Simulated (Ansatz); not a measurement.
Defect: interstitial Na in corundum, charge state +1. These are PBE, PAW (plane waves to 420 eV; Ansatz, an electronic-structure program) values and carry that method's errors.

270-site cell at the relaxed PBE lattice, the Γ point alone, smearing 0.01 eV, spin-restricted, no finite-size correction. Static, classical nuclei. The charge state is imposed; whether it is stable for some Fermi level was not computed. Sites that were not tried may lie lower.

Barriers: single points on a 2×2×2 k-point mesh shifted by half a step along c at the bands' geometries.

A. several atoms move together, Na the farthest; the atom moves 2.78 Å along (0.33, -0.33, 0.01) of the unit cell; at the start the Na atom holds a host Al site and a host atom stands off its site; at the end the Na atom holds a host Al site and a host atom stands off its site; the moving atom starts with neighbours Al at 2.21, Al at 2.40; 3 O at 2.02, 3 O at 2.13 Å and ends with Al at 2.21, Al at 2.40; 3 O at 2.02, 3 O at 2.13 Å; the start lies 0.74 eV above the lowest site run; saddle order inconclusive.
B. several atoms move together, Na the farthest; the atom moves 2.78 Å along (0.33, 0.67, -0.01) of the unit cell; at the end the Na atom holds a host Al site and a host atom stands off its site; the moving atom starts with neighbours 2 Al at 2.24; 6 O at 2.05 Å and ends with Al at 2.21, Al at 2.40; 3 O at 2.02, 3 O at 2.13 Å; saddle order first order.

### Question
Rank these by forward barrier (lowest first), as PBE, PAW gives it.

### Answer
A (2.09 eV), B (2.35 eV)
